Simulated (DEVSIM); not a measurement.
System: abrupt Si n-p junction, at 350 K.

Layer 1 from the left is Si, thickness (μm) 6.30, Nd (cm⁻³) 3.2e18, τn (s) 2.7e-7, τp (s) 2.7e-7. Layer 2 from the left is Si, thickness (μm) 43.0, Na (cm⁻³) 1.4e15, τn (s) 2.7e-7, τp (s) 2.7e-7.

Left contact: ohmic. Right contact: ohmic. Voltage is applied to the left contact. Recombination: SRH at mid-gap, radiative, Auger. Mobility is μmin + (μ − μmin)/(1 + (N/Nref)^α).

Constants are typed, rounded textbook-type inputs, not results; the design itself was drawn at random and stands for no fabricated device. Values at 300 K; Nc and Nv go as T^1.5, mobilities as T to minus their exponent, the gap by Varshni's rule with the affinity fixed.

Si: gap (eV) 1.124, affinity (eV) 4.05, permittivity 11.7, Nc (cm⁻³) 2.86e19, Nv (cm⁻³) 3.1e19, μn (cm²/Vs) 1417, μp (cm²/Vs) 470, μn,min 52, μp,min 45, Nref,n 9.7e16, Nref,p 2.2e17, αn 0.68, αp 0.72, T exponent of μn 2.3, T exponent of μp 2.2, B (cm³/s) 4.7e-15, Cn (cm⁶/s) 2.8e-31, Cp (cm⁶/s) 9.9e-32, Varshni α (eV/K) 0.000473, Varshni β (K) 636.

Model (solved in DEVSIM): 1D drift-diffusion, Boltzmann statistics, complete ionisation; no tunnelling, impact ionisation, image-force lowering or self-heating.

Dark forward current:

| |V| (V) | |J| (A/cm²) |
|---|---|
| 0.05 | 2.550e-6 |
| 0.10 | 1.077e-5 |
| 0.15 | 4.263e-5 |
| 0.20 | 0.0001824 |
| 0.25 | 0.0008460 |
| 0.30 | 0.004135 |
| 0.35 | 0.02058 |
| 0.40 | 0.09828 |
| 0.45 | 0.3985 |
| 0.50 | 1.251 |
| 0.55 | 3.197 |
| 0.60 | 7.152 |
| 0.65 | 14.61 |
| 0.70 | 27.87 |
| 0.75 | 50.41 |
| 0.80 | 87.25 |
| 0.85 | 145.3 |
| 0.90 | 233.2 |
| 0.95 | 360.6 |
| 1.00 | 535.8 |
| 1.05 | 763.1 |
| 1.10 | 1041 |
| 1.15 | 1361 |
| 1.20 | 1712 |
| 1.25 | 2082 |

Q: Work out the local ideality factor n = ΔV / (kT/q · ln(J2/J1)) between the rows 0.15 and 0.20 V, 0.30 and 0.35 V, 1.20 and 1.25 V.

A: kT/q = 30.16 mV. From 0.15 to 0.20 V: ln(0.0001824/4.263e-5) = 1.454, n = 1.14. From 0.30 to 0.35 V: ln(0.02058/0.004135) = 1.605, n = 1.03, near the 1 of diffusion or emission over a barrier. From 1.20 to 1.25 V: ln(2082/1712) = 0.196, n = 8.47.

Q: Estimate the current at 0.30 V from the Shockley equation with J0 = Σ q ni² D/(N L) coth(W/L), τ joining the SRH, radiative and Auger lifetimes that are on, and W taken as the whole layer.

A: ni² = 1.43e23 cm⁻⁶; holes in the n layer: μ = 70.5 cm²/Vs, D = 2.13 cm²/s, τ = 1.52e-7 s, L = 5.68 μm, W/L = 1.1, term 3.33e-11 A/cm²; electrons in the p layer: μ = 943 cm²/Vs, D = 28.4 cm²/s, τ = 2.70e-7 s, L = 27.7 μm, W/L = 1.6, term 1.83e-7 A/cm². J0 = 1.84e-7 A/cm², and J = J0 exp(qV/kT) = 0.00383 A/cm². The simulation gives 0.00413 A/cm²; the estimate lies 7.3 % below. The estimate leaves out recombination in the depletion region and that region's share of W.
